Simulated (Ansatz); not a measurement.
A computed series for Ca2Si: response to strain

Consider Ca$_{2}$Si (space group Fm-3m, No. 225; a = 7.160 Å; a model cell, its experimental status unchecked). Axes: x, y, z lie along the cube axes.

Strains are applied to the cell and any free atomic positions relax.

Computed with r2SCAN in Ansatz (plane waves to 500 eV, PAW, no SOC).

Candidates:
(a) isotropic strain +2.46 %
(b) isotropic strain +4.10 %
(c) strain tensor (xx, yy, zz, yz, xz, xy) = (+0.32, +0.08, −0.34, −0.49, −0.50, +0.61) %

For the base:

- Band gap = 0.78 eV

### Question
Order them by band gap, highest first.

### Answer
(b) isotropic strain +4.10 % (0.88 eV), (a) isotropic strain +2.46 % (0.85 eV), (c) strain tensor (xx, yy, zz, yz, xz, xy) = (+0.32, +0.08, −0.34, −0.49, −0.50, +0.61) % (0.74 eV)

Stability against distortions was not tested.

Ansatz is an electronic-structure program.
